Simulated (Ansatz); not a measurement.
MoS2: pressure series

The parent structure is MoS2 in the 3R-MoS2 type structure (space group R3m, No. 160; a = 3.1531 Å, c = 17.9913 Å (hexagonal axes); layered, stacked along the Cartesian z axis).

Cell and atoms are relaxed at each pressure.

Level of theory: PBE-D3(BJ)/PAW in Ansatz (a quantum-chemistry and plane-wave program), without spin-orbit coupling.

Computed cases, in order: pressure −2 GPa; pressure −1 GPa; 0 GPa (base); pressure 3 GPa; pressure 7 GPa; pressure 15 GPa; pressure 30 GPa; pressure 50 GPa; pressure 75 GPa; pressure 100 GPa.

Task: Between which two neighbouring cases does the band gap open or close?

Result: Between pressure 15 GPa (0.07 eV) and pressure 30 GPa (zero). The whole series: pressure −2 GPa: 1.06 eV; pressure −1 GPa: 0.87 eV; 0 GPa (base): 0.77 eV; pressure 3 GPa: 0.55 eV; pressure 7 GPa: 0.36 eV; pressure 15 GPa: 0.07 eV; pressure 30 GPa: zero; pressure 50 GPa: zero; pressure 75 GPa: zero; pressure 100 GPa: zero.

A case with no gap was solved on a k-mesh chosen for an insulator, which is coarse for it. Load acts through the strain it causes; cell and atoms are relaxed under it. Whether these cells are dynamically stable was not tested. No other phases were tried under pressure. The final runs are not spin-polarised. The zero or small gap of MoS2 under pressure 15 GPa, MoS2 under pressure 30 GPa and MoS2 under pressure 50 GPa can change with the level of theory.
